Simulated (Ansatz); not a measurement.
Input:

```xyz
10
Lattice="2.4830 1.4336 4.4576 -2.4830 1.4336 4.4576 0.0000 -2.8672 4.4576" Properties=species:S:1:pos:R:3 pbc="T T T"
Ga     0.0000     0.0000     4.7536
Ga     0.0000     0.0000     1.9328
Ga     0.0000     0.0000     8.6193
Ga     0.0000     0.0000    11.4401
O     -0.9753     1.4336     7.8009
O     -0.7539    -1.5614     7.8009
O      1.7292     0.1279     7.8009
O      0.9753    -1.4336     5.5720
O      0.7539     1.5614     5.5720
O     -1.7292    -0.1279     5.5720
```

No spin polarisation.

Calculations: Ansatz (a first-principles code), r2SCAN, PAW, cutoff 500 eV, no SOC, earlier PAW set. Γ-centred 8×8×8 mesh, Fermi–Dirac width 0.05 eV.

**Question.** Predict the smallest direct gap, electron mass and band gap.

**Answer.** 
- Smallest direct gap: 3.97 eV
- Electron mass: 0.26 mₑ (at Γ)
- Band gap: 3.71 eV

Load acts through the strain it causes; cell and atoms are relaxed under it. Masses are band curvatures over ±0.01 Å⁻¹ around the edge. Whether these cells are dynamically stable was not tested. The cell was made from Ga2O3 in the corundum structure (space group R-3c, No. 167) by this change: pressure 3 GPa.
